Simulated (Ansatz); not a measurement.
Seebeck coefficient (μV/K, mean over directions) of n-type InP (F-43m) against carrier density, PBEsol with spin-orbit coupling, rigid bands in Ansatz (an electronic-structure program). Computed gap 0.54 eV; densities at which minority carriers matter at this gap, or further valleys turn the trend, are left out. Conductivity mass 0.056 mₑ (harmonic mean over directions), N_c = 3.0e17 cm⁻³ at 300 K.

| electron density | 300 K | 500 K |
|---|---|---|
| 1e18 cm⁻³ | -135 | -196 |
| 3e18 cm⁻³ | -79 | ___ |
| 1e19 cm⁻³ | -44 | -72 |
| 3e19 cm⁻³ | -27 | ___ |
| 1e20 cm⁻³ | ___ | -36 |

Q: Some entries are withheld; supply them.

A: 
- 3e18 cm⁻³, 500 K: -125
- 3e19 cm⁻³, 500 K: -45
- 1e20 cm⁻³, 300 K: -18

Rigid bands with a gap fixed in temperature, one relaxation time for all states, no polarons or phonon drag, and whether or not such doping can be reached.
